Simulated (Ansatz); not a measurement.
## MgTe: band gap against strain

MgTe (wurtzite, P6_3mc, 32.298 Å³/atom at rest, c along z) under an equal strain ε along all three axes. LDA in Ansatz, a plane-wave DFT program (PAW, default set), 420 eV, 9×9×5 Γ-centred mesh, Fermi-Dirac smearing 0.05 eV; ions are relaxed within the symmetry of each cell. Gaps are the smallest over the k-mesh and a band path, without spin-orbit coupling; in all rows the valence edge lies at Γ and the conduction edge at Γ.

Here s stands for strain and Eg for gap.

```csv
strain (%),gap (eV)
0.00,2.427
0.60,2.345
1.20,2.264
1.80,2.185
3.00,?
```

Fit Eg of the 4 rows that show it with a straight line. Means: s 0.90000, Eg 2.3053. About the means, the sum of products is -0.24210 and the sum of squares of s is 1.8000; the slope is their ratio. Least squares gives Eg = 2.4263 - 0.13450·s. Residuals (row less fit): 0.0007, -0.0006, -0.0009, 0.0008; standard error 0.0011 (degrees of freedom: 2). Over these rows the gap moves by -13 ± 0.08 eV per unit strain, or -4.5 eV per unit of ln V.

What does the fit predict for Eg at s = 3.00, and how far is the calculated value from it?

Eg = 2.4263 - 0.13450 × 3.0 = 2.0228 eV. The calculation gives 2.033 eV, 0.0102 eV above the prediction (2.6 % of the range of Eg in the table). The row lies outside the fitted rows, so this is an extrapolation. From the scatter of the fitted rows alone, a prediction at this place has a standard error of 0.0021 eV, so the miss is 4.9 times that.

One order more, fitted to all 6 runs of the series, follows each within 0.001, so the miss is the next term of a smooth law. Spin-orbit coupling is left out, which can shift this property for MgTe. Rows are the converged runs of the series near zero and its far end; series whose fitted rows scatter by over a few per cent of the range, as at a crossing or softening among them, aren't shown in this form. Most that stay on the fit to the last digits aren't either.
